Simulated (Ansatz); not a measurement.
**Rb$_{2}$InAgF$_{6}$ (space group Fm-3m, No. 225; a cell from a computed database, its experimental status unchecked)**

Space group Fm-3m (No. 225); a = 8.9166 Å, b = 8.9166 Å, c = 8.9166 Å, α = 90.00°, β = 90.00°, γ = 90.00°

```json
[
 {"atom": "Rb", "site": "8c", "symmetry": "-43m", "x": "0.2500", "y": "0.2500", "z": "0.2500"},
 {"atom": "In", "site": "4a", "symmetry": "m-3m", "x": "0.0000", "y": "0.0000", "z": "0.0000"},
 {"atom": "Ag", "site": "4b", "symmetry": "m-3m", "x": "0.5000", "y": "0.5000", "z": "0.5000"},
 {"atom": "F", "site": "24e", "symmetry": "4m.m", "x": "0.0000", "y": "0.0000", "z": "0.2325"}
]
```
(The calculation used a cell of 10 atoms; values per cell refer to that cell.)

Level of theory: r2SCAN/PAW in Ansatz (a first-principles code), no spin-orbit coupling. Settings: 7×7×7 k-points, 0.05 eV Fermi–Dirac smearing.

| Item | Result |
|---|---|
| Volume per atom | 17.72 Å³ |
| Density | 4.76 g/cm³ |
| Band gap | 2.35 eV, direct at Γ |
| Electron mass | 0.47 mₑ |
| Lowest conduction-band minima above the VBM | Γ 2.35 eV |
| Total energy | -2463.901 eV/atom (σ→0; compares only within this code and set-up) |

Effective masses come from finite differences of ±0.01 Å⁻¹. No phonon test of stability was made.
